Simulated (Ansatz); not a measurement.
An Ansatz (an electronic-structure program) input (PBE (Ansatz), spin-orbit coupling left out):

Ansatz 0.2 input:
```yaml
crystal:
  lattice:
    - [-3.1489303593, 3.1489303593, 5.9922710184]
    - [3.1489303593, -3.1489303593, 5.9922710184]
    - [3.1489303593, 3.1489303593, -5.9922710184]
  atoms:
    - { symbol: Te, position: [0.3660432804, 0.3660432804, 0.4603008271] }
    - { symbol: Te, position: [0.9057424533, 0.9057424533, 0.5396991729] }
    - { symbol: Te, position: [0.0942575467, 0.6339567196, 0] }
    - { symbol: Te, position: [0.6339567196, 0.0942575467, 0] }
    - { symbol: Pd, position: [0.75, 0.25, 0.5] }
    - { symbol: Pd, position: [0.25, 0.75, 0.5] }
    - { symbol: Cd, position: [0.5, 0.5, 0] }
    - { symbol: Pd, position: [0, 0, 0] }
basis: { ecutwfc: 420, ecutrho_ratio: 4, xc_grid: 2, fft_grid_basis: typed }
kpoints: { mp_grid: { grid: [11, 11, 11] } }
hamiltonian:
  xc: pbe
  dispersion: none
  pseudopotentials: { kind: paw }
scf: { occupations: { method: fermi_dirac, width: 0.05 }, convergence: { dr2_threshold: 0.0000000008 } }
output: { forces: true, stress: true }
checkpoint: { write: state.ck, write_every: 1000 }
```

### Question
Which symmetry and how many k-points will the program report, and about how many plane waves at Γ?

### Answer
Space group I-42m (ITA 121) with 8 operations, k-points 126 of 1331, and 4693 plane waves at Γ.

Each cell is one ordered arrangement of few atoms, which overstates ordering effects compared with a random alloy. Stability against distortions was not tested. All final runs are without spin polarisation. The cell was made from CdTe by this change: x(Pd) = 0.75, 8 atoms, I-42m. CdPd3Te4 has a high density of states at the Fermi level and may be magnetic at this level.
